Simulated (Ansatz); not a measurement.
# Ag: response to strain

Base system: Ag in the fcc (Cu type) structure (space group Fm-3m, No. 225; a = 4.001 Å; relaxed with 0.1 eV smearing). Axes: x, y, z lie along the cube axes.

Strains are applied to the cell and any free atomic positions relax; under biaxial strain the out-of-plane vector relaxes too.

Calculations: DFT with LDA, PAW potentials and a 420 eV plane-wave cutoff in Ansatz (an electronic-structure program), spin-orbit coupling left out.

Notes on the quantities. pressure: mean of the normal stresses, compression positive.

| case | pressure | ratio −ε⊥/ε∥ |
|---|---|---|
| base | 0.0 GPa | – |
| biaxial strain −3.00 %, plane normal [001], relaxed out of plane | 3.0 GPa | 1.46 |
| biaxial strain −1.50 %, plane normal [001], relaxed out of plane | 1.3 GPa | 1.46 |
| biaxial strain −1.00 %, plane normal [001], relaxed out of plane | 0.8 GPa | 1.46 |
| biaxial strain −0.50 %, plane normal [001], relaxed out of plane | (withheld) | – |
| biaxial strain +0.50 %, plane normal [001], relaxed out of plane | -0.3 GPa | – |
| biaxial strain +1.00 %, plane normal [001], relaxed out of plane | (withheld) | 1.49 |
| biaxial strain +1.50 %, plane normal [001], relaxed out of plane | -0.9 GPa | 1.50 |
| biaxial strain +2.00 %, plane normal [001], relaxed out of plane | -1.1 GPa | 1.51 |
| biaxial strain +2.50 %, plane normal [001], relaxed out of plane | -1.3 GPa | 1.53 |

Task: What belongs in the blanks?

Result: 
- biaxial strain −0.50 %, plane normal [001], relaxed out of plane, pressure: 0.4 GPa
- biaxial strain +1.00 %, plane normal [001], relaxed out of plane, pressure: -0.6 GPa

Stability against distortions was not tested.
